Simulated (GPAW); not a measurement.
GPAW run on RbBr (Fm-3m, 2 atoms in the cell): self-consistent single point.

Computed with PBE, GPAW PAW datasets PBE (gpaw-data 1.0.1) (plane waves; GPAW 25.7.0).

The change in words: lattice scaled by 0.98. Reference geometry:
```xyz
2
Lattice="0.0000 3.4450 3.4450 3.4450 0.0000 3.4450 3.4450 3.4450 0.0000" Properties=species:S:1:pos:R:3 pbc="T T T"
Rb     0.0000     0.0000     0.0000
Br     3.4450     3.4450     3.4450
```

Reference input (self-consistent single point, DFT PBE, plane waves, GPAW PAW datasets PBE (gpaw-data 1.0.1)): mode = pw; ecut = 600 eV; xc = PBE; kpts = 8 8 8; mesh shift (steps) = 0 0 0; occupations.name = fermi-dirac; occupations.width = 0.02 eV; nbands = -6; convergence.density = 1e-05 e/electron; convergence.energy = 1e-05 eV/electron; convergence.bands = -4; symmetry.symmorphic = false. This run's input differs from it in these lines:

```diff
@@ -5,7 +5,7 @@
 atoms = Atoms(['Rb', 'Br'],
-              cell=[[0.000000, 3.445000, 3.445000],
-                    [3.445000, 0.000000, 3.445000],
-                    [3.445000, 3.445000, 0.000000]],
+              cell=[[0.000000, 3.376100, 3.376100],
+                    [3.376100, 0.000000, 3.376100],
+                    [3.376100, 3.376100, 0.000000]],
               positions=[[0.000000, 0.000000, 0.000000],
-                         [3.445000, 3.445000, 3.445000]],
+                         [3.376100, 3.376100, 3.376100]],
               pbc=True)
```

Log, with long lists cut:

```
     iter     time        total  log10-change:
                         energy   eigst   dens
iter:   1 --:--:--    -6.149173   +1.12
iter:   2 --:--:--    -6.120802   +0.14  -1.31
iter:   3 --:--:--    -6.005230   -0.73  -1.34
iter:   4 --:--:--    -6.005610   -1.17  -1.63
iter:   5 --:--:--    -6.144122   -1.81  -1.63
iter:   6 --:--:--    -6.019819   -2.09  -1.42
iter:   7 --:--:--    -6.019745   -3.27  -2.48
iter:   8 --:--:--    -6.019345   -4.03  -2.58
iter:   9 --:--:--    -6.019378   -4.83  -3.07
iter:  10 --:--:--    -6.019373c  -5.69  -3.17
iter:  11 --:--:--    -6.019377c  -5.18  -3.18
iter:  12 --:--:--    -6.019376c  -5.78  -3.77
iter:  13 --:--:--    -6.019376c  -6.81  -4.50
iter:  14 --:--:--    -6.019376c  -7.65c -4.48
iter:  15 --:--:--    -6.019376c  -7.79c -4.50
iter:  16 --:--:--    -6.019376c  -8.59c -4.69
iter:  17 --:--:--    -6.019376c  -8.27c -4.74
iter:  18 --:--:--    -6.019376c  -9.57c -4.86
iter:  19 --:--:--    -6.019376c  -9.59c -4.91
iter:  20 --:--:--    -6.019376c  -9.41c -4.96
iter:  21 --:--:--    -6.019376c  -9.99c -5.01c
Converged after 21 iterations.

Dipole moment: (-0.000000, -0.000000, 0.000000) |e|*Ang

Energy contributions relative to reference atoms: (reference = -152005.600152)

Kinetic:        +11.787625
Potential:      -10.850669
External:        +0.000000
XC:              -6.909216
Entropy (-ST):   -0.000000
Local:           -0.047116
SIC:             +0.000000
--------------------------
Free energy:     -6.019376
Extrapolated:    -6.019376

Showing only first 2 kpts
 Kpt  Band  Eigenvalues  Occupancy
  0     6      0.17119    2.00000
  0     7      0.17119    2.00000
  0     8      4.65633    0.00000
  0     9      7.46376    0.00000

  1     6      0.13583    2.00000
  1     7      0.13583    2.00000
  1     8      5.13478    0.00000
  1     9      7.06221    0.00000

Fermi level: 1.86613

Gap: 4.485 eV
Transition (v -> c):
  (s=0, k=0, n=7, [0.00, 0.00, 0.00]) -> (s=0, k=0, n=8, [0.00, 0.00, 0.00])
No difference between direct/indirect transitions
Energy (eV): -6.019376

Forces in eV/Ang:
  0 Rb   -0.00000   -0.00000    0.00000
  1 Br   -0.00000    0.00000    0.00000

Stress tensor:
    -0.011521    -0.000000     0.000000
    -0.000000    -0.011521    -0.000000
     0.000000    -0.000000    -0.011521
Stress (GPa, Voigt): [-1.8459 -1.8459 -1.8459 -0.      0.     -0.    ]
```

The run converged in 21 iterations. GPAW prints stress with tension positive. Against the reference run the free energy rises by 19.4 meV/atom, the pressure goes from 0.76 to 1.85 GPa and the gap on the mesh goes from 4.328 to 4.485 eV.

The starting cell has typed, rounded lattice constants, without a prior relaxation at this level. For this run, on top of that: lattice scaled by 0.98.
